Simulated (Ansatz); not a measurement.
# Hypothetical Pm-3n ZnO: pressure series

Consider ZnO (space group Pm-3n, No. 223; a = 5.577 Å; a hypothetical phase, not in the database extracts checked).

Cell and atoms are relaxed at each pressure.

All numbers come from PBEsol (Ansatz, a first-principles code; PAW; 420 eV plane waves; no SOC).

Notes on the quantities. enthalpy: H = E + PV relative to the base's energy.

```tsv
variant	density	band gap	enthalpy
base	4.68 g/cm³	1.02 eV	–
pressure −2 GPa	4.59 g/cm³	1.01 eV	-0.18 eV/atom
pressure −1 GPa	4.64 g/cm³	1.01 eV	-0.09 eV/atom
pressure 0.3 GPa	4.69 g/cm³	1.02 eV	+0.03 eV/atom
pressure 0.7 GPa	4.70 g/cm³	1.02 eV	+0.06 eV/atom
pressure 1.5 GPa	4.74 g/cm³	1.03 eV	+0.13 eV/atom
pressure 3 GPa	4.79 g/cm³	1.03 eV	+0.27 eV/atom
pressure 5 GPa	4.86 g/cm³	1.04 eV	+0.44 eV/atom
pressure 7.5 GPa	4.95 g/cm³	1.04 eV	+0.66 eV/atom
pressure 10 GPa	5.03 g/cm³	1.05 eV	+0.87 eV/atom
```

Load acts through the strain it causes; cell and atoms are relaxed under it. No phonon test of stability was made. No other phases were tried under pressure.
